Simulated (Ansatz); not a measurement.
## Mg: response to strain

Start from Mg in the hcp (Mg type) structure (space group P6_3/mmc, No. 194; a = 3.175 Å, c = 5.163 Å; relaxed with 0.1 eV smearing).

Strains are applied to the cell and any free atomic positions relax.

The values are results of PBEsol (Ansatz, a quantum-chemistry and plane-wave program, PAW, without spin-orbit coupling), not measurements.

Notes on the quantities. pressure: mean of the normal stresses, compression positive.

```
isotropic strain (%)  pressure (GPa)
--------------------  --------------
-2                               2.5
-1                                 ?
-0.5                             0.6
0                                0.0
0.5                             -0.5
1                               -1.0
2                               -2.0
2.5                             -2.4
3                               -2.8
```

Fit P = P₀ − Bδ + Cδ² with δ = (1 + ε)³ − 1 to the rows shown and predict the withheld row.

Least squares on the printed values gives P₀ = 0.0 GPa, B = 37.4 GPa (at held cell shape), C = 74.7 GPa (largest residual 0.0 GPa); this predicts 1.2 GPa, and the run gives 1.2 GPa, in agreement.

Stability against distortions was not tested.
